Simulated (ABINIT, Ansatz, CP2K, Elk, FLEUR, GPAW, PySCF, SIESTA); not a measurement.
## One structure in several programs: BP (F-43m, 2 atoms in the cell)

Self-consistent single point.

```yaml
crystal:
  lattice:
    - [0.00000, 2.26607, 2.26607]
    - [2.26607, 0.00000, 2.26607]
    - [2.26607, 2.26607, 0.00000]
  atoms:
    - { symbol: B, position: [0.00000, 0.00000, 0.00000] }
    - { symbol: P, position: [0.25000, 0.25000, 0.25000] }
```

Shared settings, as Ansatz (a program for electronic structure) writes them: kpoints.mp_grid.grid = 10 10 10; scf.occupations.method = fixed. Potentials and cutoffs stand in the table.

| code | model | gap on the mesh (eV) | cutoff |
|---|---|---|---|
| Elk | PBEsol, all-electron FP-LAPW, Elk's shipped species files, default APW+lo basis | 1.148 | default |
| ABINIT | PBEsol, norm-conserving pseudopotentials (PseudoDojo nc-sr-04 PBEsol standard) | 1.133 | 38 Ha |
| CP2K | PBEsol, GPW, DZVP-MOLOPT-SR-GTH basis, GTH-PBE potentials (GTH_POTENTIALS) | 1.160 | grid 400 Ry |
| PySCF | PBESOL, Gaussian basis gth-dzvp-molopt-sr, GTH pseudopotentials gth-pbe, FFT density fitting with multigrid | 1.160 | grid 60 Ha |
| GPAW | PBEsol, GPAW PAW datasets PBEsol (made by gpaw-setup) | 1.130 | 900 eV |
| FLEUR | PBEsol, all-electron FLAPW (FLEUR), scalar-relativistic valence | 1.134 | Kmax 4.4 1/bohr |
| Ansatz | PBEsol, PAW files made with PBE | 1.129 | 420 eV |
| SIESTA | GGA PBEsol, numerical atomic orbitals DZP, PseudoDojo PBEsol standard norm-conserving potentials (rewritten from UPF to PSML) | 1.105 | grid 400 Ry |

Gaps are read on the mesh.

The spread over the programs that give each value: gap on the mesh within 0.055 eV.

CP2K, PySCF and SIESTA use small atom-centred bases, whose incompleteness enters pressures, forces and empty levels differently from a plane-wave cutoff. Elk and FLEUR treat all electrons, but the usual bases taken here (sphere radii, linearisation, local orbitals, empty states) were not tested for convergence, so the values are no reference for the others. In the pressure, CP2K (by 1.77) and SIESTA (by 2.82) lie more than 1 GPa from the median of the plane-wave programs.

The starting cell comes from a database of computed structures (which also holds hypothetical and non-ambient phases and stackings), without a prior relaxation at this level.

Keys are those of Ansatz 0.2.
